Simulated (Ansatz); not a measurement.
Consider TiB2 (space group P6/mmm, No. 191).

```yaml
crystal:
  lattice:
    - [3.01738, 0.00000, 0.00000]
    - [-1.50869, 2.61313, 0.00000]
    - [0.00000, 0.00000, 3.18507]
  atoms:
    - { symbol: Ti, position: [0.00000, 0.00000, 0.00000] }
    - { symbol: B, position: [0.66667, 0.33333, 0.50000] }
    - { symbol: B, position: [0.33333, 0.66667, 0.50000] }
```

Cartesian axes are those of the cell as printed.

Method: plane-wave PAW DFT at the PBEsol level (Ansatz, an electronic-structure program, 420 eV), no spin-orbit coupling.

Strains are applied to the cell and any free atomic positions relax.

One change was made to it. Results:

```tsv
quantity	base	after
pressure (mean of the normal stresses, compression positive)	0.0 GPa	0.5 GPa
energy relative to the base (free energy F)	0 meV/atom	+12 meV/atom
```

Question: Which of these changes matches the shifts?
A) tensor shear ε_xz = +0.29 %
B) tensor shear ε_xz = +2.00 %
C) tensor shear ε_xz = +1.43 %
D) tensor shear ε_xz = +0.86 %

Answer: B, tensor shear ε_xz = +2.00 %. For comparison, the energy relative to the base in the other runs: tensor shear ε_xz = +0.86 % gives +2.1 meV/atom; tensor shear ε_xz = +1.43 % gives +5.9 meV/atom; tensor shear ε_xz = +0.29 % gives +0.2 meV/atom.

The mesh was chosen for an insulator and is coarse for the gapless case. Without a gap, meshes like the base's 13×13×10 leave anisotropic stresses uncertain by several tenths of a GPa, and small strain energies with them. Stability against distortions was not tested. The final runs are not spin-polarised.
